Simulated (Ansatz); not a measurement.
Consider GaN in the zinc blende structure (space group F-43m, No. 216; a = 4.4981 Å).

Calculations: Ansatz (a program for electronic structure), PBEsol, PAW, cutoff 420 eV, without spin-orbit coupling.

For the base:

- Gap character = direct at Γ
- Gap between the host's bands = 1.70 eV

Modification: 0.0114 electrons added to each cell, a density of 5.0×10^20 cm⁻³, with a uniform compensating background at fixed cell and a 300 K Fermi–Dirac width.

Q: Predict the new Fermi level from band edge, gap character and gap between the host's bands.

A: The Fermi level relative to the doped band's edge (positive inside the band; to 0.05 eV) amounts to +0.90 eV; the gap character remains direct at Γ; the gap between the host's bands is nearly the same (1.70 eV against 1.69 eV).

Charged cell with a jellium background: band edges are those of the host's band count, energies are not comparable with the neutral cell, and many-body gap narrowing is missing. Whether these cells are dynamically stable was not tested. This is not the structure that GaN has at room temperature and ambient pressure.
